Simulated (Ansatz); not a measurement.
# Step by step: formation energy of O_i in Ti (hcp, P6₃/mmc)

This concerns the formation energy of O_i in Ti (hcp, P6₃/mmc). Reaction: 16 Ti (hcp) + 1/2 O2 (gas) → cell A.

A: a supercell of 16 sites of Ti (hcp, P6₃/mmc) with O off the lattice sites (6 Ti at 2.08 Å); spin state with PBE: run without spin.

Setting: static, neutral cells in Ansatz (PAW) whose structures rest at the PBE level. Ansatz (a first-principles code) runs with its PAW set soft_1. Other levels take these structures. The lattices are those relaxed with PBE, so at other levels the solids can be strained. A dispersion term (D3(BJ), or D4 for r2SCAN) was computed beside these levels and is taken off wherever the name lacks it. Space groups of crystals are read within 0.01 Å. The cell is small for its defects, so this is an ordered compound on the host's lattice rather than an isolated defect. Cell A has symmetry P-3m1 within 0.02 Å and got no random move, so less symmetric positions, which may lie lower, weren't tried.

Total energies of the cells in eV, at zero smearing width. They compare only within one column; the weights balance every element.

```json
[
 {"cell": "A: Ti:O_i", "atoms": "17", "weight": "+1", "r2SCAN": "-40642.07158"},
 {"cell": "Ti (hcp)", "atoms": "16", "weight": "−1", "r2SCAN": "-40069.94742"},
 {"cell": "O2 (gas)", "atoms": "2", "weight": "−1/2", "r2SCAN": "-1131.97288"}
]
```

r2SCAN: (-40642.07158) − (-40069.94742) − 1/2 × (-1131.97288) = -6.138 eV.
